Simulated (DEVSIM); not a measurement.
Device: abrupt InP n-p junction, at 300 K.

```
layer (left to right)  material  thickness (μm)  Nd (cm⁻³)  Na (cm⁻³)   τn (s)   τp (s)
---------------------  --------  --------------  ---------  ---------  -------  -------
1                           InP           0.140     4.9e16          -  3.8e-10  3.8e-10
2                           InP            60.0          -     5.1e16  1.1e-11  3.8e-10
```

Left contact: ohmic. Right contact: ohmic. Voltage is applied to the left contact. Recombination: SRH at mid-gap. Mobility is constant in doping.

This is a model device: material constants are rounded textbook-type values typed into the input, and sizes, dopings and lifetimes were drawn at random. Values at 300 K.

```
parameter         InP
-------------  ------
gap (eV)        1.344
affinity (eV)    4.38
permittivity     12.5
Nc (cm⁻³)      5.7e17
Nv (cm⁻³)      1.1e19
μn (cm²/Vs)      5200
μp (cm²/Vs)       170
```

Simulated with DEVSIM: 1D drift-diffusion, Boltzmann statistics, complete ionisation; no tunnelling, impact ionisation, image-force lowering or self-heating.

### Question
Tabulate band edges, carrier densities and field at zero bias.

### Answer
Energies count from the Fermi level of the right contact; mesh points crowd at the junctions.

```tsv
x (μm)	Ec (eV)	Ev (eV)	n (cm⁻³)	p (cm⁻³)	field (V/cm)
0.000	0.063	-1.281	4.9e16	< 1e2	6900
0.02436	0.084	-1.260	2.2e16	< 1e2	12000
0.06194	0.167	-1.177	8.9e14	< 1e2	34000
0.1070	0.392	-0.952	1.5e11	1100	66000
0.1410	0.657	-0.687	5300000	3.1e7	88000
0.1703	0.882	-0.462	860	1.9e11	66000
0.2291	1.145	-0.199	< 1e2	4.9e15	23000
0.4297	1.205	-0.139	< 1e2	5.1e16	≈ 0
0.7970	1.205	-0.139	< 1e2	5.1e16	≈ 0
1.594	1.205	-0.139	< 1e2	5.1e16	≈ 0
3.196	1.205	-0.139	< 1e2	5.1e16	≈ 0
8.655	1.205	-0.139	< 1e2	5.1e16	≈ 0
18.65	1.205	-0.139	< 1e2	5.1e16	≈ 0
37.60	1.205	-0.139	< 1e2	5.1e16	≈ 0
52.02	1.205	-0.139	< 1e2	5.1e16	≈ 0
56.26	1.205	-0.139	< 1e2	5.1e16	≈ 0
58.36	1.205	-0.139	< 1e2	5.1e16	≈ 0
59.34	1.205	-0.139	< 1e2	5.1e16	≈ 0
59.87	1.205	-0.139	< 1e2	5.1e16	≈ 0
60.02	1.205	-0.139	< 1e2	5.1e16	≈ 0
60.10	1.205	-0.139	< 1e2	5.1e16	≈ 0
60.14	1.205	-0.139	< 1e2	5.1e16	≈ 0
```
